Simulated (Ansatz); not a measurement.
Consider Mg$_{2}$Ge in the anti-fluorite structure (space group Fm-3m, No. 225; a = 6.3640 Å).

Computed with Ansatz (an electronic-structure program), PBEsol, PAW, cutoff 420 eV, no spin-orbit coupling, earlier PAW set.

Before the change:

| Quantity | Result |
|---|---|
| Smallest direct gap | 1.03 eV |
| Pressure | 0.00 GPa |

Modification: the cell is scaled by 0.9924 in all directions, atoms relaxed at fixed cell.

What happens to the energy relative to the base, smallest direct gap, mean gap deformation potential ΔEg/Δln V and pressure?

The energy increases by 1.9 meV/atom; the smallest direct gap goes up by 0.13 eV, from 1.03 eV to 1.16 eV; the mean gap deformation potential ΔEg/Δln V is +0.9 eV; the pressure goes from zero to 1.26 GPa.

The cells carry an imposed strain or load. No phonon test of stability was made. A zero or small gap of Mg2Ge can be the functional's error rather than a property of the material.
